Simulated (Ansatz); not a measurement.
fcc Pt (0 0 1) on cubic SrTiO3 (0 0 1) (film strained to the substrate, started from cuts of the bulks and a machine-learned relaxation; slabs Sr3Ti4O11 and Pt12, which can lie off the formulas)

A periodic stack without vacuum, fcc Pt (0 0 1) on cubic SrTiO3 (0 0 1) (film strained to the substrate, started from cuts of the bulks and a machine-learned relaxation; slabs Sr3Ti4O11 and Pt12, which can lie off the formulas): substrate slab Sr3Ti4O11, film Pt12, surface cells [[0, 1], [-1, 0]] and [[0, -1], [2, 1]], film strained by -0.8 and -0.8 %, outermost planes OTi/OTi and Pt/Pt as cut, which need not be the usual terminations and can put a slab off its formula.

The start was prepared with a machine-learned potential, and the result is one local minimum, with the in-plane cell held and forces under 0.04 eV/Å; the film can end far from its bulk form.

Computed with PBE (plane waves to 420 eV, PAW; Ansatz, a first-principles code). Spin–orbit coupling is left out; the runs are not spin-polarised; PBE gaps are too small against experiment. Its k-point mesh 8×8×1, Fermi–Dirac width 0.05 eV.

The interface area comes out as 15.5 Å². The period is 26.08 Å. The heights between the nearest atoms of the two slabs at the two interfaces is 2.08 and 2.09 Å and the Pt–Ti contacts across the interfaces within 1.22 times the sum of covalent radii comes out as 8, mean 2.87 Å. The O–Pt contacts across the interfaces within 1.22 times the sum of covalent radii comes out as 4, mean 2.17 Å.

```xyz
30
Lattice="3.9365 0.0002 -0.0471 0.0004 3.9366 0.0471 -1.6494 -0.3246 26.1026" Properties=species:S:1:pos:R:3 pbc="T T T"
Sr    -0.2830    -0.2705     3.0232
Ti     1.6739     1.7339     1.0700
O     -0.2854     1.7401     1.1776
O      1.6812    -0.2274     1.1288
O      1.7120     1.7242     3.0249
Sr    -0.2533    -0.3378     6.9652
Ti     1.6831     1.6469     4.9989
O     -0.2204     1.7151     5.0199
O      1.7507    -0.2565     4.9739
O      1.7679     1.6835     6.9642
Sr    -0.1868    -0.3672    10.9079
Ti     1.7306     1.5981     8.9319
O     -0.1735     1.6639     8.9565
O      1.7964    -0.3058     8.9065
O      1.8071     1.6271    10.9030
Ti     1.8167     1.5889    12.8603
O     -0.1446     1.5954    12.7977
O      1.8222    -0.3711    12.7503
Pt     1.8716     1.5409    16.9892
Pt    -0.0963     3.5090    17.0570
Pt    -0.1389     1.5494    14.9706
Pt     1.8304     3.5173    14.9680
Pt     1.9259     1.4957    21.0125
Pt    -0.0427     3.4642    21.0462
Pt    -0.0672     1.5208    19.0193
Pt     1.9009     3.4892    19.0298
Pt     1.9533     1.4225    25.0587
Pt    -0.0138     3.3902    25.1102
Pt    -0.0228     1.4655    23.0402
Pt     1.9452     3.4343    23.0211
```
